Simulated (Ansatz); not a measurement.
Defect: interstitial N in fcc Al, neutral cell. Calculation: PBE, PAW (plane waves to 420 eV; Ansatz, an electronic-structure program).

Settings: 32 host sites, the relaxed PBE lattice, a 3×3×3 k-point mesh shifted by half a step, smearing 0.10 eV, spin-restricted, no image-charge correction. Energies are static. Sites that were not tried may lie lower.

Barriers: single points on a 5×5×5 k-point mesh shifted by half a step at the bands' geometries.

The step: N moves alone to another site. Atoms about the jump, Cartesian Å from the middle of the jump, before and after:

| atom | x0 | y0 | z0 | x1 | y1 | z1 |
|---|---|---|---|---|---|---|
| N1 | 0.51 | 0.51 | 0.51 | -0.51 | -0.51 | -0.51 |
| Al2 | -0.58 | 1.59 | -0.58 | -0.51 | 1.57 | -0.51 |
| Al3 | 1.59 | -0.58 | -0.58 | 1.57 | -0.51 | -0.51 |
| Al4 | -0.58 | -0.58 | 1.59 | -0.51 | -0.51 | 1.57 |
| Al5 | -0.52 | -0.52 | -2.54 | -0.51 | -0.51 | -2.58 |
| Al6 | 1.59 | 1.59 | 1.59 | 1.53 | 1.53 | 1.53 |
| Al7 | -2.54 | -0.52 | -0.52 | -2.58 | -0.51 | -0.51 |
| Al8 | -0.52 | -2.54 | -0.52 | -0.51 | -2.58 | -0.51 |

Question: Predict the transition state.

Answer: 
```json
[
 {"atom": "N1", "x": "0.05", "y": "0.07", "z": "-0.18"},
 {"atom": "Al2", "x": "-0.57", "y": "1.78", "z": "-0.53"},
 {"atom": "Al3", "x": "1.76", "y": "-0.58", "z": "-0.53"},
 {"atom": "Al4", "x": "-0.56", "y": "-0.56", "z": "1.52"},
 {"atom": "Al5", "x": "-0.49", "y": "-0.48", "z": "-2.34"},
 {"atom": "Al6", "x": "1.54", "y": "1.55", "z": "1.54"},
 {"atom": "Al7", "x": "-2.64", "y": "-0.54", "z": "-0.50"},
 {"atom": "Al8", "x": "-0.54", "y": "-2.65", "z": "-0.51"}
]
```
It lies 0.91 eV above the start and 0.17 eV above the end. The program found a first-order saddle point. Symmetry-equivalent saddle points exist between the same ends.
